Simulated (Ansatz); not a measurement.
**NaI: energy against volume**

NaI (rock salt, Fm-3m, 34.775 Å³/atom and stress up to 0.01 GPa in the relaxed cell, cube axes along x, y and z) under an equal strain ε along all three axes. PBE in Ansatz, a plane-wave DFT program (PAW, default set), 420 eV, 9×9×9 Γ-centred mesh, Fermi-Dirac smearing 0.05 eV; ions are relaxed, or left where forces stay under 0.02 eV/Å, within the symmetry of each cell.

Here V stands for volume and E for E less E0.

```
volume (Å³/atom)  E less E0 (meV/atom)  pressure (GPa)
----------------  --------------------  --------------
31.7383                              ?               ?
32.7301                           6.48            1.07
33.2336                           3.59            0.77
33.7423                           1.58            0.50
34.2561                           0.40            0.24
34.7751                           0.00            0.01
35.2994                           0.34           -0.21
35.8288                           1.38           -0.42
36.3636                           3.09           -0.60
36.9036                           5.41           -0.78
```

### Question
Fit E against V with the third-order Birch-Murnaghan form, a cubic in V^(-2/3), and predict the withheld value at V = 31.7383.

### Answer
With u = V^(-2/3) - 0.0939, the rows have u = 0.0038316, 0.0028420, 0.0018672, 0.0009072, -0.0000384, -0.0009702, -0.0018879, -0.0027922, -0.0036832. Least squares gives E = 0.001 + 55.0·u + 420217·u² + 1751771·u³. Residuals (row less fit): 0.000, -0.002, 0.000, 0.002, 0.000, -0.002, -0.003, 0.005, -0.002; standard error 0.003 (degrees of freedom: 5). Its minimum lies at u = -0.0000655, so V0 = (0.0938345)^(-3/2) = 34.79. There d²E/du² = 839700 and d³E/du³ = 1.051e7, so B0 = (4/9) × 34.79^(-7/3) × 839700 × 0.160218 = 15.1 GPa (the last factor turns the table's units into GPa), and B0' = 4 + (2/3) × 0.0938345 × (1.051e7)/839700 = 4.8. B0' rests on the cubic coefficient alone and has a standard error of 0.1 from these residuals. At the withheld row, u = 0.0058572, so E = 0.001 + 55.0 × 0.0058572 + 420217 × 0.0058572² + 1751771 × 0.0058572³ = 15.091 meV/atom. The calculation gives 15.06 meV/atom, 0.031 meV/atom below the prediction (0.2 % of the range of E in the table). The row lies outside the fitted rows, so this is an extrapolation. The scatter of the fitted rows lies at the last printed digit.

Spin-orbit coupling is left out, which can shift these values for the heavy elements here. Other structures, which can take over under pressure, weren't tried. The same form fitted to the pressure column gives B0' = 4.7; series where the two differ by over 0.4 aren't shown. Rows are the converged runs of the series near zero and its far end, less any whose ions stayed unrelaxed beside relaxed ones; series whose fitted rows scatter by over a few per cent of the range, as at a crossing or softening among them, aren't shown in this form.
